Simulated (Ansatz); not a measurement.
```
CELL_PARAMETERS angstrom
      4.09680     0.00000     0.00000
      0.00000     4.09680     0.00000
      0.00000     0.00000     4.09680
ATOMIC_POSITIONS crystal
  K  0.00000 0.00000 0.00000
  Ta 0.50000 0.50000 0.50000
  O  0.50000 0.00000 0.50000
  O  0.00000 0.50000 0.50000
  O  0.50000 0.50000 0.00000
```

No spin polarisation.

Level of theory: PBE, PAW, 420 eV (Ansatz, a quantum-chemistry and plane-wave program; spin-orbit coupling left out). Settings: 8×8×8 k-points, 0.05 eV Fermi–Dirac smearing.

Task: Predict the gap character and band gap.

Result: 
```json
{
 "gap_character": "indirect, R → Γ",
 "band_gap": "2.03 eV"
}
```

With Ta present, leaving out spin-orbit coupling can change the band edges. The cells carry an imposed strain or load. Stability against distortions was not tested. The cell was made from KTaO$_{3}$ in the cubic perovskite structure (space group Pm-3m, No. 221) by this change: isotropic strain +1.80 %.
